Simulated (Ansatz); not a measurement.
Cell and atoms of amorphous Ge$_{28}$Se$_{28}$Sn$_{3}$:

```xyz
59
Lattice="11.1268 -0.1771 -0.0840 -0.1771 11.3437 0.1607 -0.0840 0.1607 11.8223" Properties=species:S:1:pos:R:3 pbc="T T T"
Ge     3.8753    10.1875     1.4478
Ge     8.2462     5.2033     9.8473
Ge     5.6265     3.6624     4.6945
Ge     1.2979     0.0834     3.1768
Ge     3.6010     5.9391     0.7529
Ge    10.0142    10.9859     9.0049
Ge     6.7568    10.8418     8.6938
Ge     9.5288     2.3806     3.1798
Ge     8.7318     4.7875     2.6367
Ge     9.4709    11.1169     5.6741
Ge     1.9182     8.0395     2.9470
Ge     4.8164     8.0126     9.8205
Ge     3.5990     9.6027     7.4532
Ge     2.9443     4.6202     8.6264
Ge    10.0434     7.3810     5.6421
Ge     7.8177     0.8942    11.5098
Ge     4.8474     2.4568     2.3856
Ge    10.8994     3.3175    10.9275
Ge     6.2960    10.0388     0.5192
Ge     7.4101     9.2295     5.8392
Ge     7.3130     1.6689     2.0413
Ge     3.2590     1.6723     0.4737
Ge     7.0096    10.6137     3.0221
Ge    -0.0476     7.8342    10.4373
Ge     6.9197     6.9991     4.3665
Ge     2.1081     6.6131     6.7085
Ge     2.0245     4.1834     3.9326
Ge     5.7585     6.8191     7.3110
Se     1.0969     1.1799     9.5211
Se     6.2637     5.1648     2.6567
Se     9.5088     5.1193     0.3018
Se     8.2678     2.0013     5.3681
Se     7.6007     5.4257     6.2094
Se     0.7762     1.6525     5.5154
Se     7.9971     2.5554     9.4402
Se     4.0921     0.2284     3.3354
Se     0.3097     9.1016     8.3233
Se     6.3626     7.8792    11.7663
Se     5.5748    10.8501     6.3573
Se     1.2751     5.8749     2.0940
Se     5.2355     5.3252     9.4253
Se     9.6141    10.8661    11.5279
Se     0.1784     5.2394     5.5799
Se     1.3533     9.7362     1.2929
Se     1.1683     2.1689     1.7422
Se     4.3947    10.6938     9.7821
Se     2.4051     3.9948    11.0713
Se     1.2667     8.7974     5.1173
Se     9.6392    10.5198     3.2553
Se     2.5213     7.6603    10.8896
Se     7.6013     8.3853     8.3133
Se     3.8710     5.6907     5.0584
Se    10.7306     5.3520     9.1215
Se     9.1513     7.1949     3.1854
Se     4.2108     2.6608     7.5225
Se     4.2829     8.0809     2.7374
Sn     2.4270     0.6601     7.3444
Sn     5.2828     2.3879    10.0570
Sn    10.2323     2.9849     7.1699
```

Level of theory: PBE-D3(BJ), scalar-relativistic without spin-orbit coupling, PAW (Ansatz default set, large-core Se) (plane waves to 420 eV; Ansatz, an electronic-structure program).

It comes from a melt-quench run on a machine-learned potential (CHGNet), relaxed afterwards by DFT. The hot cell started wider than the set density and was brought back towards it in steps. It is the lowest in DFT energy of 3 quenches. It is a model cell: composition and starting density were chosen by hand, and all elements were melted together. The geometry includes D3(BJ) dispersion. Its density started from a set value of 5.06 and ended at 5.12 g/cm³. Cooling (nominally 60 K/ps over its main leg) ran many orders faster than in experiment, which tends to leave more defects and strain. A cell of this size samples the disorder only roughly. Volume and shape were free in the relaxation. On a 2×2×2 Γ-centred mesh force components of up to 0.18 eV/Å stay, since the relaxation ran on one k-point at (1/4, 1/4, 1/4).

Cut-offs for bonds: Ge-Ge 2.85 Å, Ge-Se 2.92 Å, Ge-Sn 3.11 Å, Se-Se 2.76 Å, Se-Sn 3.11 Å, Sn-Sn 3.34 Å.

Give the coordination numbers, mean bond lengths and angles.


| Item | Value |
|---|---|
| Mean coordination of Ge | 3.46 (16 with 3, 11 with 4, 1 with 5) |
| Mean coordination of Se | 2.93 (7 with 2, 16 with 3, 5 with 4) |
| Mean coordination of Sn | 3.67 (1 with 3, 2 with 4) |
| Mean Ge-Se bond | 2.598 Å (spread 0.107 Å, 72 counted) |
| Mean Ge-Ge bond | 2.635 Å (spread 0.072 Å, 12 counted) |
| Mean Se-Sn bond | 2.817 Å (spread 0.147 Å, 10 counted) |
| Bond angle at Ge | mean 101.4°, spread 20.4° |
| Bond angle at Se | mean 99.8°, spread 21.2° |
| Bond angle at Sn | mean 101.1°, spread 20.5° |

List the pairs of like atoms that count as bonded by the rules above.

Ge1-Ge19 (2.60 Å), Ge3-Ge17 (2.72 Å), Ge8-Ge21 (2.59 Å), Ge8-Ge9 (2.59 Å), Ge10-Ge20 (2.80 Å), Ge16-Ge19 (2.58 Å), Ge16-Ge21 (2.60 Å), Ge17-Ge22 (2.61 Å), Ge17-Ge21 (2.61 Å), Ge19-Ge23 (2.67 Å), Ge20-Ge25 (2.72 Å), Ge21-Ge23 (2.54 Å).
